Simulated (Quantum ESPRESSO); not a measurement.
Quantum ESPRESSO is run on Rb (Im-3m, 1 atom in the cell), and the run fails. The aim is a self-consistent single point with DFT, PBE, plane waves, PSlibrary PAW (PBE, semicore) pseudopotentials.

Cell that was meant: a = 4.8196 Å, b = 4.8196 Å, c = 4.8196 Å, α = 70.53°, β = 109.47°, γ = 70.53°.

Part of the input:

```fortran
   celldm(1) = 10.5167983151
   nat = 1
   ntyp = 1
   ecutwfc = 40.0
   ecutrho = 280
   occupations = 'smearing'
   smearing = 'fermi-dirac'
[...]
ATOMIC_SPECIES
Rb    85.4678  Rb.pbe-spn-kjpaw_psl.1.0.0.UPF
ATOMIC_POSITIONS crystal
Rb    0,0000000000    0,0000000000    0,0000000000
K_POINTS automatic
6 6 6  0 0 0
```

Log, with long lists cut:

```
     This program is part of the open-source Quantum ESPRESSO suite
     for quantum simulation of materials; please cite

[eval_infix.c] A parsing error occurred
helper string:
0,0000000000
error code:
Error: invalid token: ,

 %%%%%%%%%%%%%%%%%%%%%%%%%%%%%%%%%%%%%%%%%%%%%%%%%%%%%%%%%%%%%%%%%%%%%%%%%%%%%%
     Error in routine card_atomic_positions (1):
     Error while parsing atomic position card.
 %%%%%%%%%%%%%%%%%%%%%%%%%%%%%%%%%%%%%%%%%%%%%%%%%%%%%%%%%%%%%%%%%%%%%%%%%%%%%%

     stopping ...
```

**Question.** Read the log: what does the program object to, and what is the fix?

**Answer.** The fault is decimal commas. The program does not read a comma as a decimal mark. To fix it, use decimal points. The program stopped before any SCF iteration.

An input that runs soundly differs in these lines (not the only fix; some lines may just follow from the change or write a value another way):
```diff
-   ecutwfc = 40.0
+   ecutwfc = 40
-Rb    0,0000000000    0,0000000000    0,0000000000
+Rb    0.0000000000    0.0000000000    0.0000000000
```

With that input, the run converged in 6 iterations: free energy E − TS -3264.2731 eV; Fermi level (on the code's own zero) 2.21 eV; pressure 0.19 GPa (DFT, PBE, plane waves, PSlibrary PAW (PBE, semicore) pseudopotentials).

On the sound input: the starting cell has typed, rounded lattice constants, without a prior relaxation at this level. Its lattice was rescaled by a random factor within 2.5 % of one.
